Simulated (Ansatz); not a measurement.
Start from PbSe in the rock salt structure (space group Fm-3m, No. 225; a = 6.1777 Å). Axes: x, y, z lie along the cube axes.

Computed with Ansatz (a first-principles code), r2SCAN, PAW, cutoff 500 eV, no spin-orbit coupling, earlier PAW set.

It is then changed as follows: every lattice vector is stretched by 2.00 %, atoms relaxed at fixed cell.

### Question
Predict the stress tensor and what it implies for the stiffness.

### Answer
Stress of the strained cell less that of the base (GPa, compression positive):
```
  -2.68    0.00    0.00
   0.00   -2.68    0.00
   0.00    0.00   -2.68
```

Then B = −ΔP/(ΔV/V₀) with ΔV/V₀ = 0.0612 gives secant stiffness values (nonlinear terms included at this strain): B ≈ 44 GPa.

As a check, the harmonic strain energy −½ V₀ Δσ:ε is 15 meV/atom; the computed energy rise is 16 meV/atom.

No phonon test of stability was made.
